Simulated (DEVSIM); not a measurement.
Device: Co/La2O3/n-Si capacitor, at 300 K.

```
layer (left to right)  material  thickness (nm)  Nd (cm⁻³)
---------------------  --------  --------------  ---------
1                         La2O3            24.0          -
2                            Si            3900     2.2e16
```

Metal gate on the left, work function 5 eV. Fixed charge at the semiconductor interface 0 cm⁻² (in units of +e); no interface traps.

Constants are typed, rounded textbook-type inputs, not results; the design itself was drawn at random and stands for no fabricated device. Values at 300 K.

```
parameter      La2O3       Si
-------------  -----  -------
gap (eV)         5.8    1.124
affinity (eV)    1.8     4.05
permittivity      27     11.7
Nc (cm⁻³)          -  2.86e19
Nv (cm⁻³)          -   3.1e19
```

Model (solved in DEVSIM): 1D Poisson equation in equilibrium, Boltzmann statistics, complete ionisation; no quantum confinement or tunnelling. Metal contacts follow the ideal Schottky-Mott rule: no Fermi-level pinning, no interface dipoles.

Base results: minimum of the low-frequency capacitance (μF/cm²) 0.0536; flat-band voltage (V) 0.76; threshold voltage (band bending 2φF) (V) -0.06.

Question: What follows from this one change: substrate doping 2.2e+16 → 4.4e+15 cm^-3?

Answer: minimum of the low-frequency capacitance 0.0536 → 0.0260 μF/cm²; flat-band voltage 0.76 → 0.72 V; threshold voltage (band bending 2φF) -0.06 → 0.02 V.

Question: What follows from this one change: gate work function 5 → 5.15 eV?

Answer: minimum of the low-frequency capacitance 0.0536 → 0.0523 μF/cm²; flat-band voltage 0.76 → 0.91 V; threshold voltage (band bending 2φF) -0.06 → 0.09 V.

Question: What follows from this one change: fixed charge 0 → 2.28e+12 cm^-2?

Answer: minimum of the low-frequency capacitance little changed (0.0525 μF/cm²); flat-band voltage 0.76 → 0.40 V; threshold voltage (band bending 2φF) -0.06 → -0.43 V.
